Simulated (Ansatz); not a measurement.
The starting structures come from a database of crystals and need not be the phases stable at ambient conditions.

Inside the gap of an insulator the Bloch states are evanescent, with a wavenumber k + iκ along the transport direction.

Here is the system:

```xyz
20
Lattice="5.8035 0.0000 0.0000 0.0000 8.1023 0.0000 0.0000 0.0000 5.6851" Properties=species:S:1:pos:R:3 pbc="T T T"
La     0.2590     6.0767     0.0652
La     5.5446     2.0256     5.6199
La     2.6428     2.0256     2.9077
La     3.1607     6.0767     2.7774
Sc     2.9018     0.0000     0.0000
Sc     0.0000     0.0000     2.8425
Sc     0.0000     4.0511     2.8425
Sc     2.9018     4.0511     0.0000
O      2.7058     6.0767     5.1136
O      3.0978     2.0256     0.5715
O      0.1960     2.0256     2.2711
O      5.6075     6.0767     3.4140
O      4.0841     0.4336     4.0001
O      1.7195     7.6686     1.6849
O      4.6212     7.6686     1.1576
O      1.1823     0.4336     4.5275
O      1.1823     3.6175     4.5275
O      4.6212     4.4848     1.1576
O      1.7195     4.4848     1.6849
O      4.0841     3.6175     4.0001
```

Space group of this cell: Pnma. The cell is taken as given; by PBEsol its mean pressure is -3.7 GPa.

Transport runs along the normal of the first two printed cell vectors.

The gap is the functional's own, uncorrected, and κ follows it; spin-orbit coupling is left out. Mid-gap values are interpolated between the computed energies.

### Question
State the band gap and the smallest decay constant κ at mid-gap according to PBEsol in Ansatz (a first-principles code).

### Answer
Gap 3.89 eV on a 6×4×6 mesh; κ = 0.401 1/Å, at the zone centre.
